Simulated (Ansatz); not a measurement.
Ta2B2Ge (model structure, started from the Ti2InB2 type, P-6m2, No. 187, 5 atoms in the cell): properties by level of theory

```json
[
 {"level (code)": "LDA (Ansatz)", "lattice constant a (Å)": "?", "lattice parameter c (Å)": "6.941", "bulk modulus (GPa)": "252", "cohesive energy (eV/atom)": "8.24"},
 {"level (code)": "PBE (Ansatz)", "lattice constant a (Å)": "3.178", "lattice parameter c (Å)": "7.077", "bulk modulus (GPa)": "?", "cohesive energy (eV/atom)": "7.05"},
 {"level (code)": "PBEsol (Ansatz)", "lattice constant a (Å)": "3.155", "lattice parameter c (Å)": "?", "bulk modulus (GPa)": "240", "cohesive energy (eV/atom)": "7.71"}
]
```

Task: Some entries are withheld; supply them.

Result: 
- LDA (Ansatz, a program for electronic structure), lattice constant a (Å): 3.135
- PBE (Ansatz), bulk modulus (GPa): 224
- PBEsol (Ansatz), lattice parameter c (Å): 6.999

Caveats: the bulk modulus is −V dP/dV from two relaxed cells at ±2 % in volume (LDA, PBE, PBEsol). Ansatz's density-functional and Hartree–Fock values are scalar-relativistic unless marked +SOC, with PAW data made under PBE.

Free atoms are spin-polarised, in the lowest state found; at levels without +SOC their spin–orbit coupling is left out.

A model structure was made by putting elements into a prototype or built by hand; it is no filed structure, need not be a known phase, and can be a saddle point held by its symmetry.
